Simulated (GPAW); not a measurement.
Worked example: self-consistent single point of Hg3Pt (I4/mmm, 4 atoms in the cell) in GPAW.

Method of the run: PBEsol, GPAW PAW datasets PBEsol (made by gpaw-setup) (plane waves; GPAW 25.7.0).

```xyz
4
Lattice="-2.1022 2.1022 4.6325 2.1022 -2.1022 4.6325 2.1022 2.1022 -4.6325" Properties=species:S:1:pos:R:3 pbc="T T T"
Hg     0.0000     2.1022     2.3163
Hg     2.1022     0.0000     2.3163
Hg     0.0000     0.0000     4.6325
Pt     0.0000     0.0000     0.0000
```

Reference input (self-consistent single point, DFT LDA (Perdew-Wang 92), plane waves, GPAW PAW datasets LDA (gpaw-data 1.0.1)): mode = pw; ecut = 550 eV; xc = LDA; kpts = 8 8 8; mesh shift (steps) = 0 0 0; occupations.name = fermi-dirac; occupations.width = 0.1 eV; nbands = -10; convergence.forces = 0.001 eV/Å; symmetry.symmorphic = false; symmetry.tolerance = 0.0005; maxiter = 150. This run's input differs from it in these lines:

```diff
@@ -15,3 +15,3 @@
 calc = GPAW(mode={'name': 'pw', 'ecut': 550},
-            xc='LDA',
+            xc='PBEsol',
             kpts={'size': (8, 8, 8), 'gamma': True},
```

Its files differ too (potentials: GPAW PAW datasets PBEsol (made by gpaw-setup)).

The program printed (abridged):

```
     iter     time        total  log10-change:
                         energy   eigst   dens  force
iter:   1 --:--:--   -11.207288
iter:   2 --:--:--   -11.143976   -1.09  -1.47
iter:   3 --:--:--   -11.135116   -1.50  -1.49
iter:   4 --:--:--   -11.005190   -2.53  -1.97
iter:   5 --:--:--   -10.979609   -2.58  -2.06
iter:   6 --:--:--   -10.913900   -2.61  -2.16
iter:   7 --:--:--   -10.906066   -3.32  -2.48
iter:   8 --:--:--   -10.911656c  -4.42  -2.83
iter:   9 --:--:--   -10.902635c  -3.75  -2.72
iter:  10 --:--:--   -10.902914c  -4.16  -3.04
iter:  11 --:--:--   -10.903318c  -5.06  -3.49
iter:  12 --:--:--   -10.903300c  -5.74  -3.47
iter:  13 --:--:--   -10.902920c  -4.84  -3.48
iter:  14 --:--:--   -10.902822c  -6.00  -3.82
iter:  15 --:--:--   -10.902819c  -7.25  -3.89
iter:  16 --:--:--   -10.902813c  -6.25  -3.90
iter:  17 --:--:--   -10.902806c  -6.60  -3.98
iter:  18 --:--:--   -10.902800c  -7.30  -4.23c
iter:  19 --:--:--   -10.902796c  -7.06  -4.43c
iter:  20 --:--:--   -10.902795c  -8.15c -4.66c
iter:  21 --:--:--   -10.902794c  -8.04c -4.74c -16.48c
Converged after 21 iterations.

Dipole moment: (0.000000, -0.000000, -0.000000) |e|*Ang

Energy contributions relative to reference atoms: (reference = -2099266.456676)

Kinetic:        +34.852956
Potential:      -23.395322
External:        +0.000000
XC:             -15.236356
Entropy (-ST):   -0.040656
Local:           -7.103744
SIC:             +0.000000
--------------------------
Free energy:    -10.923122
Extrapolated:   -10.902794

Showing only first 2 kpts
 Kpt  Band  Eigenvalues  Occupancy
  0    33      7.45200    1.99986
  0    34      9.85379    0.00000
  0    35     10.24858    0.00000
  0    36     12.07153    0.00000

  1    33      8.42658    0.91967
  1    34      9.35317    0.00016
  1    35      9.62545    0.00001
  1    36     10.54930    0.00000

Fermi level: 8.41048

No gap
No difference between direct/indirect transitions
Energy (eV): -10.902794

Forces in eV/Ang:
  0 Hg   -0.00000   -0.00000    0.00000
  1 Hg    0.00000   -0.00000    0.00000
  2 Hg    0.00000    0.00000    0.00000
  3 Pt    0.00000    0.00000   -0.00000

Stress tensor:
     0.040301     0.000000     0.000000
     0.000000     0.040301    -0.000000
     0.000000    -0.000000     0.043886
Stress (GPa, Voigt): [ 6.457   6.457   7.0313 -0.      0.      0.    ]
```

The run converged in 21 iterations. GPAW prints stress with tension positive. Against the reference run the pressure goes from -9.86 to -6.65 GPa.

The starting cell comes from a database of computed structures (which also holds hypothetical and non-ambient phases and stackings), without a prior relaxation at this level. Spin polarisation is off. With a pressure of about -7 GPa the cell is away from its equilibrium volume at this level.

Cost on one core of a shared machine: roughly 3 min.
